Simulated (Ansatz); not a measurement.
An Ansatz (a quantum-chemistry and plane-wave program) input (PBEsol in Ansatz (plane waves to 420 eV, PAW, spin-orbit coupling left out)):

Ansatz 0.2 input:
```yaml
crystal:
  lattice:
    - [0.0228881242, 2.0077301946, 2.0077301946]
    - [2.0077301946, 0.0228881242, 2.0077301946]
    - [2.0306183189, 2.0306183189, 0]
  atoms:
    - { symbol: Al, position: [0, 0, 0] }
basis: { ecutwfc: 420, ecutrho_ratio: 4, xc_grid: 2, fft_grid_basis: typed }
kpoints: { mp_grid: { grid: [28, 28, 28] } }
hamiltonian:
  xc: pbesol
  dispersion: none
  pseudopotentials: { kind: paw }
scf: { occupations: { method: fermi_dirac, width: 0.1 }, convergence: { dr2_threshold: 0.0000000001 } }
relax: { f_tol: 0.005, max_steps: 50 }
output: { forces: true, stress: true }
checkpoint: { write: state.ck, write_every: 1000 }
```

Question: Which symmetry and how many k-points will the program report, and about how many plane waves at Γ?

Answer: Space group Immm (ITA 71) with 8 operations, k-points 3060 of 21952, and 331 plane waves at Γ.

The cells carry an imposed strain or load. Stability against distortions was not tested. The cell was made from Al in the fcc (Cu type) structure (space group Fm-3m, No. 225) by this change: tensor shear ε_xy = +1.14 %.
